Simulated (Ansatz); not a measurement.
An Ansatz (a quantum-chemistry and plane-wave program) input (Ansatz PBEsol, spin-orbit coupling left out):

Ansatz 0.2 input:
```yaml
crystal:
  lattice:
    - [4.7509011087, 0, 0]
    - [2.3754505543, 4.114401051, 0]
    - [2.3754505543, -1.371467017, 3.9036358807]
  atoms:
    - { symbol: Mg, position: [0.5, 0.25, 0.75] }
    - { symbol: Mg, position: [0.5, 0.75, 0.25] }
    - { symbol: Sn, position: [0, 0, 0] }
basis: { ecutwfc: 420, ecutrho_ratio: 4, xc_grid: 2, fft_grid_basis: typed }
kpoints: { mp_grid: { grid: [15, 15, 15] } }
hamiltonian:
  xc: pbesol
  dispersion: none
  pseudopotentials: { kind: paw }
scf: { occupations: { method: fermi_dirac, width: 0.1 } }
relax: { f_tol: 0.005, max_steps: 50, cell: { stress_tol: 0.01, fix: [a, b, gamma] } }
output: { forces: true, stress: true }
checkpoint: { write: state.ck, write_every: 1000 }
```

Problem. Which symmetry and how many k-points will the program report, and about how many plane waves at Γ?

Solution. Space group R-3m (ITA 166) with 12 operations, k-points 344 of 3375, and 1459 plane waves at Γ.

Problem. And the final pressure?

Solution. 0.27 GPa (compression positive).

The cells carry an imposed strain or load. No phonon test of stability was made. The cell was made from Mg$_{2}$Sn (space group Fm-3m, No. 225) by this change: biaxial strain −0.42 %, plane normal [111], relaxed out of plane.
